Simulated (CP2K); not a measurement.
Worked example: self-consistent single point of SbPt (P1, 4 atoms in the cell) in CP2K.

Method: PBEsol, GPW, DZVP-MOLOPT-SR-GTH basis, GTH-PBE potentials (GTH_POTENTIALS) (CP2K).

The change in words: atoms moved at random. Reference geometry:
```
SbPt
1.0
    4.14527     0.00000     0.00000
   -2.07264     3.58991     0.00000
    0.00000     0.00000     5.49655
Sb Pt
2 2
Direct
  0.66667   0.33333   0.75000
  0.33333   0.66667   0.25000
  0.00000   0.00000   0.50000
  0.00000   0.00000   0.00000
```

Reference input (self-consistent single point, DFT PBEsol, GPW, DZVP-MOLOPT-SR-GTH basis, GTH-PBE potentials (GTH_POTENTIALS)): CUTOFF = 500 Ry; REL_CUTOFF = 40 Ry; SMEAR/METHOD = FERMI_DIRAC; ELECTRONIC_TEMPERATURE = 1160.45 K; KPOINTS/SCHEME = MONKHORST-PACK 8 8 5; GAMMA_CENTERED = T; XC_FUNCTIONAL = PBE:PBESOL; Sb/BASIS_SET = DZVP-MOLOPT-SR-GTH-q5; Sb/POTENTIAL = GTH-PBE-q5; Pt/BASIS_SET = DZVP-MOLOPT-SR-GTH-q18; Pt/POTENTIAL = GTH-PBE-q18; METHOD = GPW. This run's input differs from it in these lines:

```diff
@@ -72,6 +72,6 @@
     &COORD
-      Sb       2.07263907     1.19663614     4.12241100
-      Sb      -0.00000207     2.39327586     1.37413700
-      Pt       0.00000000     0.00000000     2.74827400
-      Pt       0.00000000     0.00000000     0.00000000
+      Sb       2.07530034     1.20658019     4.12750080
+      Sb      -0.00605832     2.33976464     1.35780676
+      Pt      -0.00051401     0.02335597     2.78485902
+      Pt       0.00390485     0.02021120    -0.02535008
     &END COORD
```

Output (repeated stretches shortened):

```
 SCF WAVEFUNCTION OPTIMIZATION

  Step     Update method      Time    Convergence         Total energy    Change
     1 NoMix/Diag. 0.30E+00      -     0.34906567      -252.1054678781 -2.52E+02
     2 Broy./Diag. 0.30E+00      -     0.05779614      -253.9388106513 -1.83E+00
     3 Broy./Diag. 0.30E+00      -     0.03623814      -252.2149995373  1.72E+00
     4 Broy./Diag. 0.30E+00      -     0.04162476      -251.2688682072  9.46E-01
     5 Broy./Diag. 0.30E+00      -     0.00389137      -251.2420664972  2.68E-02
     6 Broy./Diag. 0.30E+00      -     0.00055655      -251.2386836552  3.38E-03
   [... 3 lines left out ...]
    10 Broy./Diag. 0.30E+00      -     0.00002831      -251.2365602963 -2.23E-04
    11 Broy./Diag. 0.30E+00      -     0.00000533      -251.2366288477 -6.86E-05
    12 Broy./Diag. 0.30E+00      -     0.00000124      -251.2366368537 -8.01E-06
    13 Broy./Diag. 0.30E+00      -     0.00000035      -251.2366408011 -3.95E-06
  *** SCF run converged in    13 steps ***

  Overlap energy of the core charge distribution:               0.00000000386670
  Self energy of the core charge distribution:               -389.50118842486802
  Core Hamiltonian energy:                                     86.22299912944166
  Hartree energy:                                              78.16461545226142
  Exchange-correlation energy:                                -26.12040961510817
  Electronic entropic energy:                                  -0.00265734575774
  Fermi energy:                                                 0.38369867409856

  Total energy:                                              -251.23664080109830
  Total energy (extrapolated to T->0):                       -251.23531212821942

   [... lines left out ...]

 STRESS| Analytical stress tensor [bar]
 STRESS|                        x                   y                   z
 STRESS|      x        5.37748323433E+04  -1.30675049991E+03   8.27026769006E-01
 STRESS|      y       -1.30675049991E+03   7.41843205389E+04   1.00588533647E+03
 STRESS|      z        8.27026769006E-01   1.00588533647E+03   5.04165936750E+04
 STRESS| 1/3 Trace                                             5.94585821857E+04
```

The run converged in 13 iterations. Against the reference run the free energy rises by 12.6 meV/atom, the pressure goes from 5.52 to 5.95 GPa and the largest force goes from 0.000 to 0.865 eV/Å.

The starting cell comes from a database of computed structures (which also holds hypothetical and non-ambient phases and stackings), without a prior relaxation at this level. Its lattice was rescaled by a random factor within 2.5 % of one. For this run, on top of that: atoms moved at random. Spin polarisation is off. Values carry the incompleteness of an atom-centred basis. The potentials were made for another functional than the one used. With a pressure of about 6 GPa the cell is away from its equilibrium volume at this level.

Cost on one core of a shared machine: roughly 30 s.
